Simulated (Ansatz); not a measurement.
**A computed series for La2O3: pressure series**

Take La$_{2}$O$_{3}$ (space group P-3m1, No. 164) as the base.

```yaml
crystal:
  lattice:
    - [3.94027, 0.00000, 0.00000]
    - [-1.97014, 3.41238, 0.00000]
    - [0.00000, 0.00000, 6.18799]
  atoms:
    - { symbol: La, position: [0.33333, 0.66667, 0.24739] }
    - { symbol: La, position: [0.66667, 0.33333, 0.75261] }
    - { symbol: O, position: [0.00000, 0.00000, 0.00000] }
    - { symbol: O, position: [0.33333, 0.66667, 0.64528] }
    - { symbol: O, position: [0.66667, 0.33333, 0.35472] }
```

Cell and atoms are relaxed at each pressure.

Level of theory: PBE/PAW in Ansatz (a program for electronic structure), no spin-orbit coupling.

Candidates:
(a) pressure −2 GPa
(b) pressure −1 GPa
(c) pressure 15 GPa
(d) pressure 100 GPa
(e) pressure 30 GPa

Base values:

| Quantity | Result |
|---|---|
| c/a ratio | 1.570 |

### Question
Order them by c/a ratio, lowest first.

### Answer
(d) pressure 100 GPa (1.321), (e) pressure 30 GPa (1.410), (c) pressure 15 GPa (1.482), (b) pressure −1 GPa (1.576), (a) pressure −2 GPa (1.582)

Load acts through the strain it causes; cell and atoms are relaxed under it. Stability against distortions was not tested. No other phases were tried under pressure.
